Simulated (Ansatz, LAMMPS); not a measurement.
Ge lens of 9 atoms, radius 0.50 nm, coherent in Si, 5x5x5 cubic cells at the host's lattice parameter. Cell 27.35 × 27.35 × 27.35 Å, Si991Ge9, 1000 atoms. Prepared with Tersoff's 1989 multicomponent potential (SiCGe.tersoff) (LAMMPS): minimisation. 

Basis: localised support functions (accuracy medium) on a full density matrix. k-points: zone centre alone; occupations: Fermi-Dirac, 0.010 eV; spin polarisation not allowed. Scalar-relativistic, no spin-orbit coupling.

Problem. What is the computed energy, gap and bonding (PBE, support functions at accuracy medium on the grid of 370 eV run with Ansatz, a first-principles code)?

Solution. 
* **energy over the perfect crystal(s), per atom**: 1 meV/atom
* **Kohn-Sham gap of the cell on its k-mesh**: 0.61 eV
* **weight of the highest filled level on the dot**: 0.02
* **weight of the lowest empty level on the dot**: 0.01
* **coordination (neighbours within 2.841 Å)**: 100.0 % 4-fold
* **Ge-Ge bonds, mean ± spread**: 2.444 ± 0.007 Å
* **Ge-Si bonds, mean ± spread**: 2.406 ± 0.003 Å
* **Si-Si bonds, mean ± spread**: 2.368 ± 0.002 Å
* **bond angles, mean ± spread**: 109.5° ± 0.3°
* **pressure**: -0.06 GPa
